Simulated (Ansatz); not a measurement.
Take ZnO in the wurtzite structure (space group P6_3mc, No. 186; a = 3.280 Å, c = 5.293 Å) as the base.

Method: PBE (Ansatz, an electronic-structure program; PAW; 420 eV plane waves; no SOC).

The change: S takes the place of O on all its sites; the structure is relaxed again.

Measured band gap: ZnO 3.6 eV (static lattice; corrected from measurement; as listed in Wei Chen et al., Physical Review Materials (2018)); ZnS 3.91 eV (temperature not stated; as listed in Mehmet Aras, Çetin Kılıç, The Journal of Chemical Physics (2014)).

**Question.** How well does PBE reproduce the measured shift?

**Answer.** With PBE the band gap moves by +1.33 eV (0.74 → 2.08) against +0.31 eV measured. The two measured values stand on different bases (one corrected, one not), which blurs small differences.

No phonon test of stability was made.
